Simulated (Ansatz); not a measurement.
The parent structure is CaSe in the rock salt structure (space group Fm-3m, No. 225; a = 5.9579 Å).

Now apply this change: hydrostatic tension (pressure −1 GPa).

Calculations: PBE, PAW, 420 eV (Ansatz, a quantum-chemistry and plane-wave program; spin-orbit coupling left out).

Base, band edges from the VBM (valence, conduction): X -0.91, 2.08; W -1.62, 4.38; L -1.15, 4.49; Γ 0.00, 3.23; K -1.08, 3.29; U -1.08, 3.29 eV.

Problem. Give the band edges at the high-symmetry points of the new zone, measured from its valence-band maximum.

Solution. 
```tsv
point	valence edge (eV)	conduction edge (eV)
Γ	0.00	3.12
X	-0.89	2.13
U	-1.04	3.30
K	-1.04	3.30
L	-1.10	4.45
W	-1.58	4.36
```

The gap is 2.13 eV, indirect, Γ → X.

Load acts through the strain it causes; cell and atoms are relaxed under it. Stability against distortions was not tested.
